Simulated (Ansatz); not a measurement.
CaO under load (space group I4/mmm), r2SCAN, rigid bands (Ansatz, an electronic-structure program). Condition of this run: biaxial stress in (001) of 2.2 GPa (compression positive) (the target of the relaxation). Band gap 4.17 eV, N_c = 2.86e19 cm⁻³ and N_v = 1.24e20 cm⁻³ at 300 K, conductivity masses along y (a = (0.00, 2.36, 2.39) Å; b = (2.36, 0.00, 2.39) Å; c = (2.36, 2.36, 0.00) Å) of 0.627 mₑ (electrons) and 1.10 mₑ (holes). Take k_BT = 0.02585 eV.

Question: Find the intrinsic carrier density and the intrinsic Fermi level.

Answer: n_i = √(N_c N_v) exp(−E_g/2k_BT) = 5.96e19 × exp(−80.65) = 5.6e-16 cm⁻³. The level lies (k_BT/2) ln(N_v/N_c) = 19 meV from mid-gap (positive towards the conduction band). Each 0.1 eV added to the gap lowers n_i by a factor of 6.9.

Question: A film of it is 5 nm thick, with its normal along the direction named. Estimate the confinement energies in an infinite well.

Answer: ħ²π²/(2m t²) = 0.376 eV·nm²/(m/mₑ × t²) gives 24.0 meV for electrons and 13.7 meV for holes, so the gap would widen to about 4.21 eV. Finite barriers and nonparabolic bands lower this, and with several valleys or bands the heaviest mass along the normal sets the lowest level, not this average.

Question: What thermal injection velocity √(2k_BT/πm) limits a ballistic channel along the direction named?

Answer: 6.79e6 cm/s for electrons and 5.13e6 cm/s for holes, a ratio of √(m_h/m_e) = 1.32, for dilute carriers.

Rigid bands with the computed gap; masses take one relaxation time for all states. Spin-orbit coupling is left out; where it splits the top of the valence band, N_v and the p-type Seebeck coefficient come out somewhat high without it. Geometry: cell and atoms relaxed with PBEsol.
